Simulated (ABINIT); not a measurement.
Band structure of K2S (Fm-3m, 3 atoms in the cell).

```yaml
crystal:
  lattice:
    - [0.00000, 3.79850, 3.79850]
    - [3.79850, 0.00000, 3.79850]
    - [3.79850, 3.79850, 0.00000]
  atoms:
    - { symbol: K, position: [0.75000, 0.75000, 0.75000] }
    - { symbol: K, position: [0.25000, 0.25000, 0.25000] }
    - { symbol: S, position: [0.00000, 0.00000, 0.00000] }
```

Method: PBE, PAW (JTH v2.0 PBE PAW) (plane waves; ABINIT).

Settings: pseudos = [K.GGA_PBE-JTH.xml, S.GGA_PBE-JTH.xml]; ecut = 21 Ha; pawecutdg = 42 Ha; pawxcdev = 0; occopt = 3; tsmear = 0.00036749 Ha; ngkpt = 5 5 5; nshiftk = 1; shiftk = 0 0 0; potentials = JTH v2.0 PBE PAW; kptopt = 1; nstep = 100; tolvrs1 = 1e-10.

The starting cell comes from a database of computed structures (which also holds hypothetical and non-ambient phases and stackings), without a prior relaxation at this level. Its lattice was rescaled by a random factor within 2.5 % of one.

### Question
Predict the gap along the standard path and the places of the band edges.

### Answer
The gap along the path is 2.19 eV, from X to Γ; the smallest direct gap on it is 2.32 eV.

Levels in eV from the top of the valence band on the SCF mesh, bands 9 to 16:
```
point      9     10     11     12    13    14    15    16
-----  -----  -----  -----  -----  ----  ----  ----  ----
Γ      -9.55  -0.13  -0.13  -0.13  2.19  5.44  5.44  7.20
X      -9.37  -0.67   0.00   0.00  3.49  5.14  6.20  6.51
W      -9.37  -0.34  -0.34  -0.01  3.70  5.56  5.56  6.51
K      -9.37  -0.49  -0.19   0.00  3.71  5.26  5.99  6.52
L      -9.41  -0.57  -0.03  -0.03  4.57  4.67  5.69  5.69
U      -9.37  -0.49  -0.19   0.00  3.71  5.26  5.99  6.52
```
